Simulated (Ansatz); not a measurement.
# YN: pressure series

The reference is YN in the rock salt structure (space group Fm-3m, No. 225).

```yaml
crystal:
  lattice:
    - [0.00000, 2.42808, 2.42808]
    - [2.42808, 0.00000, 2.42808]
    - [2.42808, 2.42808, 0.00000]
  atoms:
    - { symbol: Y, position: [0.00000, 0.00000, 0.00000] }
    - { symbol: N, position: [0.50000, 0.50000, 0.50000] }
```

Cell and atoms are relaxed at each pressure.

All numbers come from PBEsol (Ansatz, an electronic-structure program, PAW, no spin-orbit coupling).

| pressure (GPa) | volume per atom (Å³/atom) |
|---|---|
| -2 | 14.487 |
| -1 | 14.399 |
| 0 | 14.315 |
| 4.5 | 13.962 |
| 9 | ? |
| 15 | 13.282 |
| 22.5 | 12.882 |
| 30 | 12.534 |

**Question.** Fit the third-order Birch–Murnaghan form P(V) = (3B₀/2)[(V₀/V)^(7/3) − (V₀/V)^(5/3)]·[1 + (3/4)(B₀′ − 4)((V₀/V)^(2/3) − 1)] (squares taken in P) to the rows shown and predict the withheld row.

**Answer.** Least squares on the printed values gives V₀ = 14.315 Å³/atom, B₀ = 172 GPa, B₀′ = 4.1; this predicts 13.650 Å³/atom, and the run gives 13.650 Å³/atom, in agreement.

A case with no gap was solved on a k-mesh chosen for an insulator, which is coarse for it. Load acts through the strain it causes; cell and atoms are relaxed under it. Stability against distortions was not tested. Competing high-pressure phases were not computed. All final runs are without spin polarisation.
